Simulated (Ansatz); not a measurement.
C, response to strain

The parent structure is C (space group I4/mmm, No. 139; a = 4.356 Å, c = 2.499 Å; a model cell, its experimental status unchecked). Axes: x, y, z lie along a, b, c of the conventional cell.

Strains are applied to the cell and any free atomic positions relax; under biaxial strain the out-of-plane vector relaxes too; under stress the whole cell relaxes.

The values are results of PBEsol (Ansatz, a program for electronic structure), no spin-orbit coupling, not measurements.

```tsv
variant	volume per atom	smallest direct gap	band gap
base	5.93 Å³	4.57 eV	2.27 eV
biaxial strain −0.91 %, plane normal [001], relaxed out of plane	5.83 Å³	4.36 eV	2.19 eV
isotropic strain −2.99 %	5.41 Å³	4.57 eV	2.01 eV
uniaxial strain ε_zz = −0.21 %	5.92 Å³	4.57 eV	2.27 eV
uniaxial stress, 2 GPa compression along z	5.92 Å³	4.57 eV	2.27 eV
uniaxial stress, 0.5 GPa compression along x	5.93 Å³	4.57 eV	2.27 eV
```

A biaxial case was relaxed in a doubled cell and then solved in the primitive one. Beyond what the load breaks, stability against distortions was not tested. This is not the structure that C has at room temperature and ambient pressure.
